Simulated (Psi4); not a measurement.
Psi4 1.11, B3LYP/def2-svp: Ta(OH)3(OSiH3)2 ([OH][Ta]([OH])([OH])([O][SiH3])[O][SiH3]), 17 atoms. The geometry is a generated start, not checked to be a minimum at this level.

```yaml
task: energy
method: b3lyp
basis: def2-svp
memory: 3 GB
maxiter: 100
keys_of_the_molecule_block: symmetry c1
scf_type: df (default)
e_convergence: 1e-06 (default)
d_convergence: 1e-06 (default)
dft_radial_points: 75 (default)
dft_spherical_points: 302 (default)
effective_core_potentials: those of the basis set, past Kr
basis_functions: 183
grid_points: 363883
```

```xyz
17

Ta     0.0584     0.4131     0.9057
O      1.9102     0.4667     1.2431
H      2.6673     0.7456     0.7227
O     -0.2719    -0.0869     2.6096
H     -0.3842    -0.0986     3.5586
O     -1.0905     1.9138     1.1007
H     -1.2273     2.6401     0.4870
O      0.4260     1.0228    -0.8563
Si     0.4552     1.5346    -2.3731
H     -0.4670     0.7239    -3.1802
H      1.8373     1.4162    -2.8615
H      0.0338     2.9491    -2.3716
O     -0.6419    -1.1811     0.1868
Si    -0.7913    -2.7827     0.2070
H      0.5128    -3.3711    -0.1430
H     -1.8193    -3.1021    -0.7915
H     -1.2078    -3.2035     1.5562
```

Charge 0 and multiplicity 1 are set for this test and not shown to be the ground state.

With the defaults (diis = true, scf_initial_accelerator = adiis, damping_percentage = 0, diis_max_vecs = 10, guess = auto, which took SAD) it converges in 10 SCF iterations. One run each on 2 threads, with these changes:
- guess = huckel
- scf_initial_accelerator = none
- diis_max_vecs = 3
- damping_percentage = 20
- guess = core
- diis_max_vecs = 20
- diis_max_vecs = 6
- diis = false, scf_initial_accelerator = none, damping_percentage = 60
- guess = sapgau

Name the settings that don't reach the solution of the defaults.

No convergence: diis = false, scf_initial_accelerator = none, damping_percentage = 60 (the run ends without SCF convergence in 100 iterations). The rest reach the solution of the defaults.

```
setting                                                                SCF iterations             end
---------------------------------------------------------------------  --------------  --------------
the defaults                                                                       10   same solution
diis_max_vecs = 20                                                                 10   same solution
diis_max_vecs = 6                                                                  10   same solution
scf_initial_accelerator = none                                                     10   same solution
guess = huckel                                                                     11   same solution
guess = core                                                                       15   same solution
guess = sapgau                                                                     19   same solution
diis_max_vecs = 3                                                                  19   same solution
damping_percentage = 20                                                            22   same solution
diis = false, scf_initial_accelerator = none, damping_percentage = 60             100  no convergence
```

1 further run of the study ended by our limits or in an error and is left out.
